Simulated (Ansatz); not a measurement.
Base system: MgS in the rock salt structure (space group Fm-3m, No. 225).

```yaml
crystal:
  lattice:
    - [0.00000, 2.60157, 2.60157]
    - [2.60157, 0.00000, 2.60157]
    - [2.60157, 2.60157, 0.00000]
  atoms:
    - { symbol: S, position: [0.00000, 0.00000, 0.00000] }
    - { symbol: Mg, position: [0.50000, 0.50000, 0.50000] }
```

Cartesian axes are those of the cell as printed.

Computed with Ansatz (a first-principles code), r2SCAN, PAW, cutoff 500 eV, without spin-orbit coupling.

Before the change:

The electron mass is 0.53 mₑ along k, 0.31 mₑ across (at X) and the smallest direct gap is 4.64 eV. The pressure is 0.00 GPa.

It is then changed as follows: uniaxial strain ε_yy = −1.25 %, all other strain components held at zero; the atoms relax in the strained cell.

**Question.** How does this affect the energy relative to the base, electron mass, smallest direct gap and pressure?

**Answer.** The energy goes up by 1.4 meV/atom; the electron mass goes from 0.53 mₑ along k, 0.31 mₑ across (at X) to 0.51 mₑ along k, 0.31 mₑ across (at X); the smallest direct gap goes up by 0.09 eV (4.64 eV → 4.73 eV); the pressure (mean of the normal stresses, compression positive) goes from zero to 1.05 GPa.

Masses are band curvatures over ±0.01 Å⁻¹ around the edge. Along k means along the line from Γ to the band edge. Whether these cells are dynamically stable was not tested.
